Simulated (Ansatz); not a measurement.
## How the lattice constant a of Ru3Rh (model structure, started from the A15 type, Pm-3n, No. 223, 8 atoms in the cell) moves with the method

No measured value is used here.

| level (code) | value (Å) |
|---|---|
| LDA (Ansatz) | 4.760 |
| PBEsol (Ansatz) | 4.791 |
| r²SCAN (Ansatz) | 4.812 |

The crystal itself was run without spin with LDA, PBEsol, r²SCAN; a magnetic state was not tried in these runs. LDA, PBEsol, r²SCAN: the run has no spin polarisation, so it can have missed a magnetic state. Cutoffs differ between the levels. Ansatz's density-functional and Hartree–Fock values are scalar-relativistic unless marked +SOC, with PAW data made under PBE.

A model structure was made by putting elements into a prototype or built by hand; it is no filed structure, need not be a known phase, and can be a saddle point held by its symmetry.

Ansatz is an electronic-structure program.
